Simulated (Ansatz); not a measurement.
Take GaAs in the zinc blende structure (space group F-43m, No. 216; a = 5.603 Å) as the base. Axes: x, y, z lie along the cube axes.

Level of theory: DFT with LDA, PAW potentials and a 420 eV plane-wave cutoff in Ansatz (an electronic-structure program), no SOC.

Strains are applied to the cell and any free atomic positions relax; under biaxial strain the out-of-plane vector relaxes too.

One change was made to it. Results:

```csv
quantity,base,after
energy relative to the base (free energy F),0 meV/atom,+6.3 meV/atom
shortest interatomic distance,2.426 Å,2.429 Å
```

### Question
Name the change that was made.
(A) biaxial strain +0.83 %, plane normal [111], relaxed out of plane
(B) biaxial strain −2.08 %, plane normal [111], relaxed out of plane
(C) biaxial strain +1.67 %, plane normal [111], relaxed out of plane
(D) biaxial strain +2.50 %, plane normal [111], relaxed out of plane

### Answer
C, biaxial strain +1.67 %, plane normal [111], relaxed out of plane. For comparison, the energy relative to the base in the other runs: biaxial strain +2.50 %, plane normal [111], relaxed out of plane gives +14 meV/atom; biaxial strain −2.08 %, plane normal [111], relaxed out of plane gives +11 meV/atom; biaxial strain +0.83 %, plane normal [111], relaxed out of plane gives +1.6 meV/atom.

Stability against distortions was not tested.
